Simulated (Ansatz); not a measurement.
**Amorphous Si40O20**

Preparation: random packing, a CHGNet melt and quench, and a DFT relaxation. O atoms were pushed apart under 1.9 Å during the dynamics, to hinder bonds among them. The hot cell started wider than the set density and was brought back towards it in steps. It is the lowest in DFT energy of 2 quenches. It is a model cell: composition and starting density were chosen by hand, and all elements were melted together. No dispersion term was used. Cycles of charging and discharging annealed it further.

Methods: PBE, scalar-relativistic without spin-orbit coupling (Ansatz, an electronic-structure program); r2SCAN, scalar-relativistic without spin-orbit coupling (Ansatz); HSE06, scalar-relativistic without spin-orbit coupling (Ansatz). Geometry, pressure, stress and energy are those of the PBE run. Its sampling: a 2×2×2 Γ-centred mesh; Fermi-Dirac width 0.02 eV; no spin polarisation. Other functionals are single points at the zone centre (r2SCAN at 500 eV; exact exchange cut at the cell's faces), free to take moments where seeds were set. The usual formal charges leave 120 electrons over, so the level spacing at the Fermi energy parts defect or band states and needn't be the band gap. So small a spacing is near the smearing width and the bands' dispersion over the mesh, so it is a value of this cell and mesh.

| Property | Value |
|---|---|
| Number of atoms in the cell | 60 |
| Density (volume relaxed, without dispersion) | 2.21 g/cm³ |
| Volume per atom | 18.05 Å^3 |
| Pressure on a 2×2×2 Γ-centred mesh | -0.28 GPa |
| Largest force and stress component on that mesh (the relaxation ran on the zone centre alone) | 0.50 eV/Å and 1.2 GPa |
| Energy relative to alpha cristobalite + silicon (lowest mix at this level among the phases computed, not always the ambient ones) | 0.410 eV/atom |
| Level spacing at the Fermi energy on a 2×2×2 Γ-centred mesh (PBE) | 0.12 eV |
| Level spacing at the Fermi energy at the zone centre (PBE) | 0.78 eV |
| Level spacing at the Fermi energy at the zone centre (r2SCAN) | 0.89 eV |
| Level spacing at the Fermi energy at the zone centre (HSE06) | 1.26 eV |

Neighbours within Si-Si 2.60 Å, Si-O 2.16 Å, O-O 1.58 Å count as bonded. Two cations that share two anions don't count as bonded, nor two that share one unless they lie closer than Si-Si 2.38 Å.

- Mean coordination of Si by anions: 1.05 (20 with 0, 6 with 1, 7 with 2, 6 with 3, 1 with 4); 110 close contacts or bonds to cations besides
- Mean coordination of O: 2.10 (18 with 2, 2 with 3)
- Mean Si-Si bond: 2.401 Å (spread 0.063 Å, 55 counted)
- Mean Si-O bond: 1.688 Å (spread 0.080 Å, 42 counted)

Its density started from a set value of 2.16 g/cm³. The simulated quench (nominally 290 K/ps over its main leg) is rapid and tends to freeze in more defects than a deposited or slowly cooled glass has. One small periodic cell is one sample of the glass; other quenches scatter about these values. Volume and shape were free in the relaxation. Stress components on the final sampling reach 1.2 GPa. On a 2×2×2 Γ-centred mesh force components of up to 0.50 eV/Å stay, since the relaxation ran on the zone centre alone. Cycles of charging lowered its energy after that relaxation.
